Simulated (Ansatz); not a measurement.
We consider Ta2O5 (I4/mmm, No. 139, 7 atoms in the cell; start mp-1218001), described by r²SCAN (Ansatz, a quantum-chemistry and plane-wave program, plane waves, PAW).

Numerical settings: plane-wave cutoff 560 eV, 10×10×10 k mesh, Fermi–Dirac smearing 0.01 eV, scalar-relativistic PAW data made under PBE.

Cell (relaxed at this level):

Space group I4/mmm (No. 139); a = 5.247 Å, b = 5.247 Å, c = 9.553 Å, α = 90.00°, β = 90.00°, γ = 90.00°

| atom | site | symmetry | x | y | z |
|---|---|---|---|---|---|
| Ta | 4e | 4mm | 0.0000 | 0.0000 | 0.1972 |
| O | 2a | 4/mmm | 0.0000 | 0.0000 | 0.0000 |
| O | 8f | ..2/m | 0.2500 | 0.2500 | 0.2500 |
(The calculation used a cell of 7 atoms; values per cell refer to that cell.)

Question: Estimate the band gap and bulk modulus that the calculation returns.

Answer: 
band gap: 2.15 eV (on the SCF k mesh)
bulk modulus: 152 GPa

Note: the relaxation could not lower the start's symmetry, so the cell can be a saddle point above a distorted one; the bulk modulus is −V dP/dV from two relaxed cells at ±2 % in volume.

Spin–orbit coupling is not included.

A start named mp-… is a Materials Project structure, which need not be a measured phase.
